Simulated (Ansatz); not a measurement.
**GaCuSe2: isotropic strain −3.00 %**

Consider GaCuSe2 in the chalcopyrite structure (space group I-42d, No. 122; a = 5.570 Å, c = 11.075 Å).

One thing is altered: every lattice vector is shortened by 3.00 %, atoms relaxed at fixed cell.

Level of theory: PBEsol in Ansatz (plane waves to 420 eV, PAW, no spin-orbit coupling). k-mesh 8×8×8 (Γ-centred); smearing 0.05 eV (Fermi–Dirac).

| quantity | base | changed | shift |
|---|---|---|---|
| volume per atom | 21.47 Å³ | 19.60 Å³ | -1.875 Å³ |
| space group | I-42d (No. 122) | I-42d (No. 122) | – |
| shortest interatomic distance | 2.381 Å | 2.306 Å | -0.075 Å |
| energy relative to the base (free energy F) | 0 meV/atom | +43 meV/atom | +43 meV/atom |
| band gap | 0.12 eV | 0.53 eV | +0.41 eV |
| gap character | direct at Γ | direct at Γ | – |
| mean gap deformation potential ΔEg/Δln V | – | -4.5 eV | – |
| width of the top valence band | 1.02 eV | 1.24 eV | +0.213 eV |
| electron mass | – | 0.059 mₑ along c, 0.065 mₑ across (at Γ) | – |
| hole mass | – | 0.064 mₑ along c, 0.50 mₑ across (at Γ) | – |
| valence-band top at Γ (three highest levels, from the VBM) | 0.00, -0.09, -0.09 eV | 0.00, -0.09, -0.09 eV | – |

Final structure:

```yaml
crystal:
  lattice:
    - [-2.70147, 2.70147, 5.37127]
    - [2.70147, -2.70147, 5.37127]
    - [2.70147, 2.70147, -5.37127]
  atoms:
    - { symbol: Ga, position: [0.50000, 0.50000, 0.00000] }
    - { symbol: Ga, position: [0.25000, 0.75000, 0.50000] }
    - { symbol: Cu, position: [0.00000, 0.00000, 0.00000] }
    - { symbol: Cu, position: [0.75000, 0.25000, 0.50000] }
    - { symbol: Se, position: [0.87500, 0.88424, 0.50924] }
    - { symbol: Se, position: [0.11576, 0.62500, 0.99076] }
    - { symbol: Se, position: [0.37500, 0.36576, 0.49076] }
    - { symbol: Se, position: [0.63424, 0.12500, 0.00924] }
```

Effective masses come from finite differences of ±0.01 Å⁻¹. Stability against distortions was not tested. All final runs are without spin polarisation. The zero or small gap of GaCuSe2 can change with the level of theory.

Ansatz is a quantum-chemistry and plane-wave program.
